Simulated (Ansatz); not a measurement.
The parent structure is SnSe₂ in the rutile structure (space group P4_2/mnm, No. 136; a = 6.4151 Å, c = 3.9945 Å; a hypothetical phase, not in the database extracts checked). Axes: x, y, z lie along a, b, c of the conventional cell.

All numbers come from PBEsol, PAW, 420 eV (Ansatz, a quantum-chemistry and plane-wave program; no SOC).

For the base:

* **Pressure**: 0.0 GPa
* **Volume per atom**: 27.40 Å³

Now apply this change: compressive biaxial strain of 3.82 % in the plane normal to [001], as in epitaxy on a mismatched substrate; the out-of-plane cell vector and the atoms relax.

Question: What does the calculation give for the pressure and volume per atom after the change?

Answer: The pressure (mean of the normal stresses, compression positive) goes from zero to 1.4 GPa; the volume per atom falls by 0.94 Å³ (27.40 Å³ → 26.46 Å³).

No phonon test of stability was made. All final runs are without spin polarisation.
